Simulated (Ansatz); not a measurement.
Candidates (primitive cells; geometry: relaxed with this functional, without spin-orbit coupling):
A. Hf (P6_3/mmc), a = b = 3.160 Å, c = 4.998 Å, α = β = 90.00°, γ = 120.00°
B. YSe (Fm-3m), a = b = c = 4.0233 Å, α = β = γ = 60.00°
C. NbRh$_{3}$ (Pm-3m), a = b = c = 3.8454 Å, α = β = γ = 90.00°
D. NaAu$_{2}$ (Fd-3m), a = 5.514 Å, b = 5.514 Å, c = 5.514 Å, α = 60.00°, β = 60.00°, γ = 60.00°
E. YSi (Cmcm), a = b = 5.645 Å, c = 3.801 Å, α = β = 90.00°, γ = 135.94°

Q: Rank these by mean free path at 300 K (highest first), as PBEsol, DFPT electron-phonon coupling, linearised Boltzmann equation (Ansatz, an electronic-structure program) gives it.

A: D (18.9 nm), C (13.3 nm), E (8.3 nm), A (5.1 nm), B (3.7 nm)

Metals; harmonic phonons alone scatter; means over directions. The mean free path is weighted by the current that each state carries. Halving the electron mesh moves these values by up to 7 %; q meshes are mostly untested. Some of the runs warned that the eigensolver left states short of its tolerance. Spin-orbit coupling is left out.

Formula and space group known from diffraction (Crystallography Open Database), not checked to be the room-temperature form: NaAu2 (Fd-3m), NbRh3 (Pm-3m), YSe (Fm-3m). The missing spin-orbit coupling matters most for Hf (P6_3/mmc), NaAu2 (Fd-3m).
